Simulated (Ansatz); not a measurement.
A15 V3Si (cubic form, which distorts at low temperature) was calculated with revPBE in Ansatz (plane waves, PAW).

Output (set-up and result lines):

```
Crystal: 8 atoms, lattice volume = 99.165 Å³
Basis set: ecut = 520 eV, 2721 PW (Γ), exchange–correlation on 72×72×72 points (8 copies of the dense FFT grid, shifted against one another)
Bands: 52, of which v1, the nominal top of the filled ones, is band 43 counted from 1 (42 counted from 0)
Symmetry: 48 space group operations
Space group: Pm-3n (ITA 223), of the structure as read, at distance tolerance 4.6e-5 Å
k-points: 84 of 1728
Functional: x = revpbe(κ = 1.245, μ = 0.2195149727645171), c = pbe(β = 0.06672455060314922)
SCF iter   1: F=—  HF=-18772.894877 eV  |F-HF|=—  |Δ(HF+E_count)|=         —  Δρ=5.98e-3  dr2=1.60e-2
SCF iter   2: F=—  HF=-18772.890884 eV  |F-HF|=—  |Δ(HF+E_count)|=   3.99e-3  Δρ=2.60e-3  dr2=3.33e-3
  ...
SCF iter   7: F=—  HF=-18772.889775 eV  |F-HF|=—  |Δ(HF+E_count)|=   1.86e-9  Δρ=1.50e-6  dr2=1.74e-9
SCF iter   8: F=-18772.889775 eV  HF=-18772.889775 eV  |F-HF|=1.53e-10  |Δ(HF+E_count)|=  5.09e-11  Δρ=4.32e-7  dr2=1.78e-10
SCF 1 converged in 8 iterations: F = -18772.889775 eV  dr2 = 1.78e-10
SCF converged after 8 iterations
Free energy (F): -18772.889775 eV
Internal energy: -18772.780300 eV  (E = F + TS)
E sigma→0 (E₀):  -18772.835038 eV
Fermi energy:    16.729882 eV
--- Stress (GPa, compression-positive) ---
       12.958140       0.000000       0.000000
        0.000000      12.958140       0.000000
        0.000000       0.000000      12.958140
  P = ⅓ Tr σ = 12.9581 GPa (129.581 kbar)
```

Problem. Write an input file that could have produced this run (the log leaves some choices open).

Solution. This is not unique; one that fits is 
Ansatz 0.2 input:
```yaml
crystal:
  lattice:
    - [4.628636969, 0.0, 0.0]
    - [0.0, 4.628636969, 0.0]
    - [0.0, 0.0, 4.628636969]
  atoms:
    - { symbol: V, position: [0.25, 0.0, 0.5] }
    - { symbol: V, position: [0.5, 0.25, 0.0] }
    - { symbol: V, position: [0.5, 0.75, 0.0] }
    - { symbol: V, position: [0.75, 0.0, 0.5] }
    - { symbol: V, position: [0.0, 0.5, 0.75] }
    - { symbol: V, position: [0.0, 0.5, 0.25] }
    - { symbol: Si, position: [0.5, 0.5, 0.5] }
    - { symbol: Si, position: [0.0, 0.0, 0.0] }
basis:
  ecutwfc: 520
  ecutrho_ratio: 4
  xc_grid: 2
kpoints:
  mp_grid: { grid: [12, 12, 12] }
hamiltonian:
  xc: revpbe
  dispersion: none
  pseudopotentials: { kind: paw }
scf:
  occupations: { method: fermi_dirac, width: 0.05 }
  convergence: { dr2_threshold: 0.0000000008 }
output:
  forces: true
  stress: true
  eigenvalues: true
```

The cell is one volume of an energy–volume scan, off the minimum.

The PAW data were made under PBE.

Note: symmetry holds this phase in the static calculation, where it need not be a minimum.

It cost about 40 core-seconds (a rough figure) of CPU time.

Ansatz is a program for electronic structure.
